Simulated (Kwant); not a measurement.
System: wire with a side stub in a InSb two-dimensional gas. Effective mass 0.014 mₑ, grid spacing 6.2 nm, hard walls, nominal width 150 nm (25 grid rows, so walls 161.2 nm apart), one parabolic valley, scattering region 450 nm long along x; energies count from the band bottom; Fermi energy swept from 0.000955 to 0.011341 eV. Closed stub on one side, 150 nm wide and 150 nm deep.

The device is made up for the run: typed textbook-type constants, with dimensions and the other settings drawn at random.

Model: effective-mass tight-binding model on a square grid, one spin, coherent transport at 0 K (Kwant). Conductance is in e²/h.

### Question
How many channels do the leads carry at E = 5.41, 6.28 meV?

### Answer
The hard-wall thresholds are n² ħ²π²/(2mW²) = n² × 1.03 meV with W = 161.2 nm. √(5.41/1.03) = 2.29, so 2. √(6.28/1.03) = 2.46, so 2.
